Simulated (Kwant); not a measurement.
System: six-terminal Hall bar in a In0.53Ga0.47As two-dimensional gas. Effective mass 0.041 mₑ, grid spacing 7.7 nm, hard walls, nominal width 200 nm (25 grid rows, so walls 200.2 nm apart), one parabolic valley, scattering region 520 nm long along x; energies count from the band bottom; Fermi energy swept from 0.0017375 to 0.0139 eV. Four side probes 100 nm wide, two on each edge; current runs along x; the sign of the Hall resistance is a convention. Perpendicular field 1.1 T, also in the leads; orbital effect alone.

Constants are typed, rounded textbook-type inputs, not results; the design itself was drawn at random and stands for no fabricated device.

Kwant, effective-mass tight-binding model on a square grid, one spin, coherent transport at 0 K. Resistances are in h/e².

How many Landau levels lie under the Fermi energy, and what Hall resistance follows, at 5.45 meV and 1.10 T; 6.48 meV and 1.10 T; 8.54 meV and 1.10 T; 11.6 meV and 1.10 T?

ħωc = ħeB/m = 2.82 meV a tesla; levels lie at (n + ½)ħωc. E/ħωc = 1.75 gives 2 levels and h/(2e²) = 0.500; simulated 0.500. E/ħωc = 2.09 gives 2 levels and h/(2e²) = 0.500; simulated 0.500. E/ħωc = 2.75 gives 3 levels and h/(3e²) = 0.333; simulated 0.333. E/ħωc = 3.75 gives 4 levels and h/(4e²) = 0.250; simulated 0.250.
